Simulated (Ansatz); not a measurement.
```xyz
8
Lattice="14.5000 0.0000 0.0000 0.0000 14.5000 0.0000 0.0000 0.0000 6.1639" Properties=species:S:1:pos:R:3 pbc="T T T"
Ba     5.7247     5.7247     0.0000
S      5.7520     5.7520     3.0819
S      5.7520     8.7480     0.0000
Ba     5.7247     8.7753     3.0819
S      8.7480     5.7520     0.0000
Ba     8.7753     5.7247     3.0819
Ba     8.7753     8.7753     0.0000
S      8.7480     8.7480     3.0819
```

Computed with PBE (plane waves to 420 eV, PAW; Ansatz, a quantum-chemistry and plane-wave program). Mesh 1×1×50. No spin polarisation. Isolated but for its images some 11 Å away. A hypothetical model. Only distortions within the start's symmetry and period were free.

### Question
Tabulate the two highest filled and two lowest empty levels along the axis, from the valence top.

### Answer
```json
[
 {"k (2π/c)": "0.000", "v2 (eV)": "-0.12", "v1 (eV)": "0.00", "c1 (eV)": "2.61", "c2 (eV)": "2.93"},
 {"k (2π/c)": "0.042", "v2 (eV)": "-0.14", "v1 (eV)": "-0.03", "c1 (eV)": "2.62", "c2 (eV)": "2.95"},
 {"k (2π/c)": "0.083", "v2 (eV)": "-0.20", "v1 (eV)": "-0.11", "c1 (eV)": "2.64", "c2 (eV)": "–"},
 {"k (2π/c)": "0.125", "v2 (eV)": "-0.29", "v1 (eV)": "-0.24", "c1 (eV)": "2.68", "c2 (eV)": "–"},
 {"k (2π/c)": "0.167", "v2 (eV)": "-0.39", "v1 (eV)": "-0.39", "c1 (eV)": "2.72", "c2 (eV)": "–"},
 {"k (2π/c)": "0.208", "v2 (eV)": "-0.46", "v1 (eV)": "-0.46", "c1 (eV)": "2.78", "c2 (eV)": "–"},
 {"k (2π/c)": "0.250", "v2 (eV)": "-0.49", "v1 (eV)": "-0.49", "c1 (eV)": "2.85", "c2 (eV)": "–"},
 {"k (2π/c)": "0.292", "v2 (eV)": "-0.51", "v1 (eV)": "-0.51", "c1 (eV)": "2.93", "c2 (eV)": "–"},
 {"k (2π/c)": "0.333", "v2 (eV)": "-0.53", "v1 (eV)": "-0.53", "c1 (eV)": "–", "c2 (eV)": "–"},
 {"k (2π/c)": "0.375", "v2 (eV)": "-0.54", "v1 (eV)": "-0.54", "c1 (eV)": "–", "c2 (eV)": "–"},
 {"k (2π/c)": "0.417", "v2 (eV)": "-0.55", "v1 (eV)": "-0.55", "c1 (eV)": "–", "c2 (eV)": "–"},
 {"k (2π/c)": "0.458", "v2 (eV)": "-0.56", "v1 (eV)": "-0.56", "c1 (eV)": "–", "c2 (eV)": "–"},
 {"k (2π/c)": "0.500", "v2 (eV)": "-0.56", "v1 (eV)": "-0.56", "c1 (eV)": "–", "c2 (eV)": "–"}
]
```
A dash stands for levels within 1 eV of the vacuum level or above it.
